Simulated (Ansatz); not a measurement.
The starting structures come from a database of crystals and need not be the phases stable at ambient conditions.

By PBEsol, the system below comes out a metal.

The ballistic (Sharvin) conductance counts the channels at the Fermi level: G/A = (e²/h) × channels of both spins per area.

```
Co3LuB2
1.0
    2.96774     0.00000     0.00000
    0.00000     4.91764     0.00000
    0.00000    -2.45882     4.25880
Lu Co B
1 3 2
Direct
  0.00000   0.00000   0.00000
  0.50000   0.50000   0.50000
  0.50000   0.50000   0.00000
  0.50000   0.00000   0.50000
  0.00000   0.33333   0.66667
  0.00000   0.66667   0.33333
```

Space group of this cell: P6/mmm. The cell is taken as given; by PBEsol its mean pressure is -1.8 GPa.

The current flows along the normal of the first two printed cell vectors, the (100) plane of the conventional cell. No spin-orbit coupling; the value is a mean over 0.1 eV about the Fermi level.

Problem. Estimate the ballistic conductance per area that PBEsol run with Ansatz (a first-principles code) returns for this system.

Solution. 0.33 × 10¹⁵ S/m² for both spins.
